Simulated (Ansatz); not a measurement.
# KTaO3: response to strain

Consider KTaO3 in the cubic perovskite structure (space group Pm-3m, No. 221).

```
CELL_PARAMETERS angstrom
      3.98532     0.00000     0.00000
      0.00000     3.98532     0.00000
      0.00000     0.00000     3.98532
ATOMIC_POSITIONS crystal
  K  0.00000 0.00000 0.00000
  Ta 0.50000 0.50000 0.50000
  O  0.00000 0.50000 0.50000
  O  0.50000 0.50000 0.00000
  O  0.50000 0.00000 0.50000
```

Cartesian axes are those of the cell as printed.

Strains are applied to the cell and any free atomic positions relax; under biaxial strain the out-of-plane vector relaxes too; under stress the whole cell relaxes.

Method: plane-wave PAW DFT at the PBEsol level (Ansatz, a first-principles code, 420 eV), without spin-orbit coupling.

Notes on the quantities. pressure: mean of the normal stresses, compression positive.

```tsv
change	gap character	volume per atom	band gap	pressure	smallest direct gap
base	indirect, R → Γ	12.66 Å³	2.14 eV	0.00 GPa	2.75 eV
biaxial strain −2.97 %, plane normal [001], relaxed out of plane	indirect, A → Γ	12.05 Å³	2.19 eV	11.91 GPa	2.75 eV
biaxial strain −0.72 %, plane normal [001], relaxed out of plane	indirect, A → Γ	12.51 Å³	2.15 eV	2.52 GPa	2.76 eV
biaxial strain −1.77 %, plane normal [111], relaxed out of plane	indirect, T → Γ	12.40 Å³	2.12 eV	4.42 GPa	2.68 eV
isotropic strain +2.27 %	indirect, R → Γ	13.54 Å³	1.99 eV	-11.75 GPa	2.62 eV
uniaxial strain ε_xx = +5.34 %	indirect, A → Γ	13.34 Å³	(withheld)	(withheld)	(withheld)
uniaxial stress, 1 GPa tension along x	indirect, A → Γ	12.68 Å³	2.13 eV	–	2.74 eV
```

### Question
Complete the table.

### Answer

- uniaxial strain ε_xx = +5.34 %, band gap: 1.96 eV
- uniaxial strain ε_xx = +5.34 %, pressure: -8.51 GPa
- uniaxial strain ε_xx = +5.34 %, smallest direct gap: 2.54 eV

Spin-orbit coupling, missing from the scalar runs, can matter with Ta. Beyond what the load breaks, stability against distortions was not tested. k-point labels follow each cell's own Brillouin zone.
